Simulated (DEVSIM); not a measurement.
Device: abrupt GaP n-p junction, at 250 K.

Layer 1 from the left is GaP, thickness (μm) 0.140, Nd (cm⁻³) 1.7e15, τn (s) 1.4e-7, τp (s) 1.4e-7. Layer 2 from the left is GaP, thickness (μm) 0.640, Na (cm⁻³) 1.7e16, τn (s) 1.4e-7, τp (s) 1.4e-7.

Left contact: ohmic. Right contact: ohmic. Voltage is applied to the left contact. Recombination: SRH at mid-gap, Auger. Mobility is μmin + (μ − μmin)/(1 + (N/Nref)^α).

Constants are typed, rounded textbook-type inputs, not results; the design itself was drawn at random and stands for no fabricated device. Values at 300 K; Nc and Nv go as T^1.5, mobilities as T to minus their exponent, the gap by Varshni's rule with the affinity fixed.

GaP: gap (eV) 2.26, affinity (eV) 3.8, permittivity 11.1, Nc (cm⁻³) 1.8e19, Nv (cm⁻³) 1.9e19, μn (cm²/Vs) 250, μp (cm²/Vs) 150, μn,min 10, μp,min 10, Nref,n 4.4e18, Nref,p 1e18, αn 0.8, αp 0.85, T exponent of μn 1.6, T exponent of μp 1.98, Cn (cm⁶/s) 1e-30, Cp (cm⁶/s) 1e-30, Varshni α (eV/K) 0.00058, Varshni β (K) 372.

Model (solved in DEVSIM): 1D drift-diffusion, Boltzmann statistics, complete ionisation; no tunnelling, impact ionisation, image-force lowering or self-heating.

**Question.** What does the simulation give for the potential step across the device at zero bias, the dark forward voltage at 100 A/cm², the dark forward voltage at 1 A/cm²?

**Answer.** potential step across the device at zero bias 1.940 V; dark forward voltage at 100 A/cm² 1.894 V; dark forward voltage at 1 A/cm² 1.757 V.
